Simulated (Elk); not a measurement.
Worked example: self-consistent single point of AgPt (P-6m2, 2 atoms in the cell) in Elk

Computed with PBEsol, all-electron FP-LAPW, Elk's shipped species files, APW+lo basis with extra local orbitals in Elk.

This input was run:

```
tasks
  0

xctype
  22

rgkmax
  8.0

gmaxvr
  16.0

nxlo
  2

lorbcnd
  .true.

rmtscf
  0.88

lmaxi
  3

stype
  0

swidth
  0.00367493

maxscl
  100

avec
    5.2592022911    0.0000000000    0.0000000000
   -2.6296011456    4.5546027878    0.0000000000
    0.0000000000    0.0000000000    9.0614446375

sppath
  'species/'

atoms
  2
  'Ag.in'
  1
  0.0000000000  0.0000000000  0.5000000000    0.0 0.0 0.0
  'Pt.in'
  1
  0.6666666667  0.3333333333  0.0000000000    0.0 0.0 0.0

ngridk
  11 11 6
```

Log, with long lists cut:

```
│ Elk code version 10.2.4 │

All units are atomic (Hartree, Bohr, etc.)

│ Ground-state run starting from atomic densities │

Lattice vectors :
   5.259202291       0.000000000       0.000000000
  -2.629601146       4.554602788       0.000000000
   0.000000000       0.000000000       9.061444637

Unit cell volume      :    217.0540156
Brillouin zone volume :    1.142804074

Muffin-tin inner radius fraction :   0.1000000000E-01

Nuclei treated as point charges

Species :    1 (Ag)
 parameters loaded from : Ag.in
 name : silver
 nuclear charge    :   -47.00000000
 electronic charge :    47.00000000
 atomic mass :    196631.6997
 muffin-tin radius :    2.288000000
 number of radial points in muffin-tin :    597
 atomic positions (lattice), magnetic fields (Cartesian) :
   1 :   0.00000000  0.00000000  0.00000000    0.00000000  0.00000000  0.00000000

Species :    2 (Pt)
 parameters loaded from : Pt.in
 name : platinum
 nuclear charge    :   -78.00000000
 electronic charge :    78.00000000
 atomic mass :    355605.4398
 muffin-tin radius :    2.464000000
 number of radial points in muffin-tin :    697
 atomic positions (lattice), magnetic fields (Cartesian) :
   1 :   0.66666667  0.33333333  0.50000000    0.00000000  0.00000000  0.00000000

Total number of atoms per unit cell :    2

Spin treatment :
 spin-unpolarised

Number of Bravais lattice symmetries :   24
Number of crystal symmetries         :   12
Crystal has no inversion symmetry
Complex Hermitian eigensolver will be used

k-point grid :     11    11     6
k-point offset :    0.000000000       0.000000000       0.000000000
k-point set is reduced with full crystal symmetry group
Total number of k-points :      104

Muffin-tin radius times maximum |G+k| :    8.000000000
 using average radius
Maximum |G+k| for APW functions       :    3.367003367
Maximum (1/2)|G+k|²                   :    5.668355837
Maximum |G| for potential and density :    16.00000000
 potential will be trimmed for |G| > 2 gkmax
Constant for pseudocharge density :   10
Radial integration step length :    4

G-vector grid sizes :     27    27    48
Number of G-vectors :    15125

Maximum angular momentum used for
 APW functions                      :    8
 outer part of muffin-tin           :    6
 inner part of muffin-tin           :    3

Total nuclear charge    :   -125.0000000
Total core charge       :    76.00000000
Total valence charge    :    49.00000000
Total excess charge     :    0.000000000
Total electronic charge :    125.0000000

Effective Wigner radius, rₛ :   0.7456294751

Number of empty states         :    8
Total number of valence states :   33
Total number of core states    :   76

Conduction state local-orbitals added automatically
Total number of local-orbitals :  183

Exchange-correlation functional :     22     0     0
 PBEsol, Phys. Rev. Lett. 100, 136406 (2008)
 gradient requirement :    1
 generalised gradient approximation (GGA)

Smearing type :    0
 Gaussian
Smearing width :   0.3674930000E-02
Effective electronic temperature (K) :    1160.451112

Mixing type :    3
 Broyden mixing, J. Phys. A: Math. Gen. 17, L317 (1984)

Kohn-Sham potential initialised from atomic data

│ Self-consistent loop started │
│ Loop number : 1 │
 total energy                :     -23750.0229298
│ Loop number : 2 │
 total energy                :     -23750.6280649
RMS change in Kohn-Sham potential (target) :   0.1545242267     (  0.1000000000E-05)
Absolute change in total energy (target)   :   0.6051351521     (  0.1000000000E-03)
│ Loop number : 3 │
 total energy                :     -23751.9472949
RMS change in Kohn-Sham potential (target) :   0.1413915185     (  0.1000000000E-05)
Absolute change in total energy (target)   :    1.470513790     (  0.1000000000E-03)
│ Loop number : 4 │
 total energy                :     -23752.5220452
RMS change in Kohn-Sham potential (target) :   0.1278353991     (  0.1000000000E-05)
Absolute change in total energy (target)   :   0.9423786928     (  0.1000000000E-03)
│ Loop number : 5 │
 total energy                :     -23753.8366228
RMS change in Kohn-Sham potential (target) :   0.9457038936E-01 (  0.1000000000E-05)
Absolute change in total energy (target)   :    1.550172320     (  0.1000000000E-03)
│ Loop number : 6 │
 total energy                :     -23755.3131352
RMS change in Kohn-Sham potential (target) :   0.4156966150E-01 (  0.1000000000E-05)
Absolute change in total energy (target)   :    1.864055440     (  0.1000000000E-03)
│ Loop number : 7 │
 total energy                :     -23756.4002250
RMS change in Kohn-Sham potential (target) :   0.2244447165E-02 (  0.1000000000E-05)
Absolute change in total energy (target)   :    1.553103697     (  0.1000000000E-03)
│ Loop number : 8 │
 total energy                :     -23756.4912116
RMS change in Kohn-Sham potential (target) :   0.5414152420E-03 (  0.1000000000E-05)
Absolute change in total energy (target)   :   0.4792625342     (  0.1000000000E-03)
│ Loop number : 9 │
 total energy                :     -23756.4879532
RMS change in Kohn-Sham potential (target) :   0.7929543150E-04 (  0.1000000000E-05)
Absolute change in total energy (target)   :   0.1165571888     (  0.1000000000E-03)
│ Loop number : 10 │
 total energy                :     -23756.4854257
RMS change in Kohn-Sham potential (target) :   0.4071679580E-04 (  0.1000000000E-05)
Absolute change in total energy (target)   :   0.2661175605E-01 (  0.1000000000E-03)
│ Loop number : 11 │
 total energy                :     -23756.4842285
RMS change in Kohn-Sham potential (target) :   0.3351151493E-04 (  0.1000000000E-05)
Absolute change in total energy (target)   :   0.5455767026E-02 (  0.1000000000E-03)
│ Loop number : 12 │
 total energy                :     -23756.4810539
RMS change in Kohn-Sham potential (target) :   0.1163642265E-04 (  0.1000000000E-05)
Absolute change in total energy (target)   :   0.1810607373E-02 (  0.1000000000E-03)
│ Loop number : 13 │
 total energy                :     -23756.4790670
RMS change in Kohn-Sham potential (target) :   0.4885100348E-05 (  0.1000000000E-05)
Absolute change in total energy (target)   :   0.2439565025E-02 (  0.1000000000E-03)
│ Loop number : 14 │
 total energy                :     -23756.4790931
RMS change in Kohn-Sham potential (target) :   0.8170087392E-06 (  0.1000000000E-05)
Absolute change in total energy (target)   :   0.5837739554E-03 (  0.1000000000E-03)
│ Loop number : 15 │
 total energy                :     -23756.4790357
RMS change in Kohn-Sham potential (target) :   0.3329229684E-06 (  0.1000000000E-05)
Absolute change in total energy (target)   :   0.2033845267E-03 (  0.1000000000E-03)
│ Loop number : 16 │
 total energy                :     -23756.4790371
RMS change in Kohn-Sham potential (target) :   0.6339084253E-07 (  0.1000000000E-05)
Absolute change in total energy (target)   :   0.4944540706E-04 (  0.1000000000E-03)
Convergence targets achieved

│ Loop number : 17 │

Energies :
 Fermi                       :     0.359533641616
 sum of eigenvalues          :     -14503.7751062
 electron kinetic            :      26661.6322879
 core electron kinetic       :      25640.7598978
 Coulomb                     :     -49918.9534697
 Coulomb potential           :     -40508.4296936
 nuclear-nuclear             :     -1944.28114137
 electron-nuclear            :     -55440.9149630
 Hartree                     :      7466.24263471
 Madelung                    :     -29664.7386229
 xc potential                :     -656.977700525
 exchange                    :     -490.981042600
 correlation                 :     -8.17681567533
 total energy                :     -23756.4790400

Density of states at Fermi energy :    48.66517764
 (states/Hartree/unit cell)

Estimated indirect band gap :   0.1538371540E-02
 from k-point     86 to k-point     72
Estimated direct band gap   :   0.7099404020E-02
 at k-point     86

Charges :
 core                        :    76.00000000
 valence                     :    49.00000000
 interstitial                :    3.462762804
 muffin-tins (core leakage)
  species :    1 (Ag)
   atom    1                 :    45.22875321     (  0.3136918636E-07)
  species :    2 (Pt)
   atom    1                 :    76.30848399     (  0.8997163294E-03)
 total in muffin-tins        :    121.5372372
 total calculated charge     :    124.9975698
 total charge                :    125.0000000
 error                       :   0.2430237128E-02

│ Self-consistent loop stopped │
```

The run converged in 17 iterations. The count includes the last loop, which Elk runs after its targets are met.

The starting cell comes from a database of computed structures (which also holds hypothetical and non-ambient phases and stackings), without a prior relaxation at this level. Spin-orbit coupling is off. Spin polarisation is off. Values depend on the basis (sphere radii, cutoffs, local orbitals), which need not be converged. The log's line on a gap gives a spacing of levels on this mesh, which the program prints for metals too.

Cost on one core of a shared machine: roughly 2 min.
